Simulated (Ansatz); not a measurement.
The reference is CdSe in the zinc blende structure (space group F-43m, No. 216; a = 6.133 Å).

Calculations: r2SCAN (Ansatz, a first-principles code), no SOC.

Base values:

Hole mass: 0.098, 0.70, 0.70 mₑ (at Γ)
Electron mass: 0.093 mₑ (at Γ)

Perturbation: the cell is scaled by 0.9685 in all directions; the atoms relax in the strained cell.

Task: Predict the new mean gap deformation potential ΔEg/Δln V.

Result: The mean gap deformation potential ΔEg/Δln V comes out as -2.2 eV.

Task: How does this affect the energy relative to the base?

Result: The energy goes up by 47 meV/atom.

Task: Predict the new hole mass.

Result: The hole mass (degenerate bands, along [100]) becomes 0.11, 0.61, 0.61 mₑ (at Γ) (base: 0.098, 0.70, 0.70 mₑ (at Γ)).

Task: What does the calculation give for the electron mass after the change?

Result: The electron mass goes from 0.093 mₑ (at Γ) to 0.10 mₑ (at Γ).

Effective masses come from finite differences of ±0.01 Å⁻¹. Whether these cells are dynamically stable was not tested.
